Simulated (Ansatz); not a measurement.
Base system: Sc in the hcp (Mg type) structure (space group P6_3/mmc, No. 194; a = 3.275 Å, c = 5.105 Å; relaxed with 0.1 eV smearing). Axes: x lies along a and z along c of the hexagonal cell.

Now apply this change: biaxial strain −0.63 %, plane normal [001], relaxed out of plane (Cartesian); in-plane vectors clamped, the third vector and the atoms free.

Levels (all Ansatz, a quantum-chemistry and plane-wave program, PAW): PBEsol (420 eV, spin-orbit coupling left out); r2SCAN (500 eV, no spin-orbit coupling).

The geometry is relaxed with PBEsol.

| Quantity | Result |
|---|---|
| PBEsol pressure | 0.5 GPa |

### Question
What does r2SCAN give at this geometry for the pressure?

### Answer
The pressure rises by 3.2 GPa to 3.7 GPa.

Single points use the geometry relaxed with PBEsol. Their cutoffs differ, which shifts pressures a little. No phonon test of stability was made. The final runs are not spin-polarised.
